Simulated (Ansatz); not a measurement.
Consider a periodic stack without vacuum, tetragonal ZrO2 (0 0 1) on alpha cristobalite (0 0 1), 2 anions of the cut taken off so that formal charges cancel (film strained to the substrate, faces as cut): substrate slab Si8O14, film Zr10O22, surface cells [[0, 1], [-1, 0]] and [[-1, 1], [-1, -1]], film strained by -0.7 and -0.7 %, faces Si/Si and O/O as cut (like faces can put a slab off its formula). Its start:

```
CELL_PARAMETERS angstrom
      5.08305     0.00000     0.07158
      0.00000     5.08305     0.11900
     -0.42270     0.70119    29.04312
ATOMIC_POSITIONS crystal
  Si 0.23072 0.20822 0.15004
  Si 0.79423 0.81040 0.02232
  Si 0.72781 0.28957 0.08710
  Si 0.31155 0.68935 0.21229
  O  0.23643 0.40860 0.19138
  O  0.43530 0.29822 0.10878
  O  0.79701 0.57156 0.06087
  O  0.93807 0.21513 0.12712
  O  0.29954 0.91334 0.17004
  O  0.73652 0.06985 0.04822
  Si 0.22430 0.15845 0.39884
  Si 0.80921 0.73049 0.27402
  Si 0.74118 0.20376 0.33512
  Si 0.23201 0.63364 0.46275
  O  0.16475 0.43825 0.42129
  O  0.47420 0.19191 0.36487
  O  0.79941 0.50446 0.31565
  O  0.97336 0.08325 0.36788
  O  0.10626 0.75346 0.25304
  O  0.26742 0.92576 0.43859
  O  0.60862 0.66400 0.23237
  O  0.71928 0.01539 0.29153
  Zr 0.69073 0.70893 0.54964
  Zr 0.21795 0.27044 0.54350
  Zr 0.77708 0.14837 0.63394
  Zr 0.26878 0.60448 0.64800
  O  0.43936 0.97965 0.52571
  O  0.99818 0.59137 0.50247
  O  0.49723 0.87875 0.61485
  O  0.98839 0.47100 0.59898
  O  0.47610 0.50813 0.49347
  O  0.93352 0.01303 0.56813
  O  0.48699 0.40267 0.58940
  Zr 0.76953 0.57882 0.72883
  Zr 0.26535 0.10960 0.74063
  Zr 0.76293 0.08605 0.82090
  Zr 0.24960 0.55747 0.83707
  O  0.41687 0.78515 0.71013
  O  0.01947 0.32457 0.69201
  O  0.39754 0.89038 0.80399
  O  0.01528 0.37681 0.78435
  O  0.93806 0.82016 0.66805
  O  0.51951 0.31922 0.68208
  O  0.90562 0.90694 0.76014
  O  0.51662 0.36603 0.77532
  Zr 0.74463 0.45633 0.92108
  Zr 0.23854 0.05779 0.92087
  O  0.37628 0.68638 0.90563
  O  0.99487 0.26542 0.87266
  O  0.99931 0.24546 0.96217
  O  0.90005 0.75754 0.85970
  O  0.49757 0.25926 0.86807
  O  0.84770 0.75204 0.97086
  O  0.51026 0.21136 0.95925
```

The start was prepared with a machine-learned potential, and the result is one local minimum, with the in-plane cell held and forces under 0.04 eV/Å; the film can end far from its bulk form.

All values below come from PBE (plane waves to 420 eV, PAW; Ansatz, a quantum-chemistry and plane-wave program). Scalar-relativistic, without spin–orbit coupling; the runs are not spin-polarised; PBE gaps are too small against experiment. Its k-point mesh 5×5×1, Fermi–Dirac width 0.05 eV.

Predict the relaxed interface.

interface area: 25.8 Å²
period: 28.55 Å
gaps between the outermost planes at the two interfaces: 0.98 and 0.98 Å
Si–Zr contacts across the interfaces within 1.22 times the sum of covalent radii: 4, mean 3.21 Å
O–Si contacts across the interfaces within 1.22 times the sum of covalent radii: 4, mean 1.64 Å
